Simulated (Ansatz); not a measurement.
Consider the following.

End structure of H2O on the 1x1 (111) surface of fcc Cu, one in a 2x2 cell, started at the site 'top Cu':

```
CELL_PARAMETERS angstrom
      5.13360     0.00000     0.00000
     -2.56680     4.44582     0.00000
      0.00000     0.00000    25.50000
ATOMIC_POSITIONS crystal
  Cu 0.16667 0.33333 0.37817
  Cu 0.16667 0.83333 0.37817
  Cu 0.66667 0.33333 0.37817
  Cu 0.66667 0.83333 0.37817
  Cu 0.33333 0.16667 0.45940
  Cu 0.33333 0.66667 0.45940
  Cu 0.83333 0.16667 0.45940
  Cu 0.83333 0.66667 0.45940
  Cu 0.00069 0.00215 0.54077
  Cu 0.00055 0.49871 0.54081
  Cu 0.49960 0.00004 0.54010
  Cu 0.49744 0.49887 0.54077
  Cu 0.16468 0.33322 0.62472
  Cu 0.16629 0.83328 0.62085
  Cu 0.66551 0.33279 0.62095
  Cu 0.66581 0.83374 0.62083
  O  0.20276 0.33334 0.72322
  H  0.40509 0.50798 0.72309
  H  0.23806 0.16345 0.72292
```

Model: 19-atom slab, 6.2 Å thick at the start under the adsorbate (thin: gaps and levels are the slab's own), 6x6x1 mesh, Fermi-Dirac 0.1 eV, dipole correction, single point; no symmetry held, on the structure that PBE left; no spin, no spin-orbit, no U, no dispersion correction. At the end no host atom lies within bonding distance. In PBE it is, or lies within 0.03 eV of, the lowest of the starts that converged; the order may differ at this level.

A negative adsorption energy means that the adsorbate is more stable on the surface than in its reference.

### Question
What is the computed change of the work function (Ansatz (a first-principles code) with r2SCAN, at the PBE geometry)?

### Answer
-0.67 eV

### Question
Predict the adsorption energy against H2O(g) at the same level from r2SCAN, at the PBE geometry.

### Answer
-0.27 eV

### Question
Give the change of the step from the bottom to the top vacuum level, against the clean slab at the level r2SCAN, at the PBE geometry.

### Answer
-0.66 eV

### Question
Predict the work function of the top face from r2SCAN, at the PBE geometry.

### Answer
4.14 eV
